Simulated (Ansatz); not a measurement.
Formation energy of the bound charge states of Si vacancy in alpha quartz (start: the Si site; 72-site cell, 2×2×2 Γ-centred sampling) against the Fermi level, Si-rich (Δμ(Si) = 0.00 eV; only phases computed here count, gases as isolated molecules at 0 K). Computed with PBE, PAW (plane waves to 420 eV; Ansatz, a program for electronic structure).

Set-up: 72-site cell; 2×2×2 Γ-centred k-points; host gap 5.68 eV; charged states image-corrected; corrections pass 1 eV, so highly charged states may be off by several tenths; flagged in the runs: a doubtful potential alignment, a host whose relaxation on this sampling wasn't shown to rest, a strain field that reaches the edge of the cell.

```csv
E_F − E_VBM (eV),q = 0,q = −1,q = −2,q = −3,q = −4
0.00,14.10,17.40,20.21,24.13,29.03
0.71,14.10,16.69,18.79,22.00,26.18
1.42,14.10,15.98,17.37,19.87,23.34
2.13,14.10,15.27,15.95,17.74,20.50
2.84,14.10,14.56,14.53,15.60,17.66
3.55,14.10,13.85,13.11,13.47,14.82
4.26,14.10,13.14,11.69,11.34,11.98
4.97,14.10,12.43,10.27,9.21,9.14
5.68,14.10,11.72,8.85,7.08,6.30
```

Crossings of the lowest lines: (0/−2) at 3.06 eV; (−2/−3) at 3.92 eV; (−3/−4) at 4.90 eV.
